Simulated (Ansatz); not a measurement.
Start from CdSe in the zinc blende structure (space group F-43m, No. 216; a = 6.0820 Å). Axes: x, y, z lie along the cube axes.

Method: PBEsol in Ansatz (plane waves to 420 eV, PAW, without spin-orbit coupling), earlier PAW set.

A first run, uniaxial strain ε_yy = −0.94 %, gives secant values C11 ≈ 64 GPa and C12 ≈ 48 GPa from its stress. A second run applies isotropic strain +1.21 %.

**Question.** What does linear elasticity predict for the bulk modulus −ΔP/(ΔV/V₀) in the second run, and what does the run give?

**Answer.** Linear elasticity: (C11 + 2 C12)/3 = 53 GPa. The run gives 47 GPa; any difference comes from nonlinear terms at these strains and numerical noise.

Whether these cells are dynamically stable was not tested.

Ansatz is a program for electronic structure.
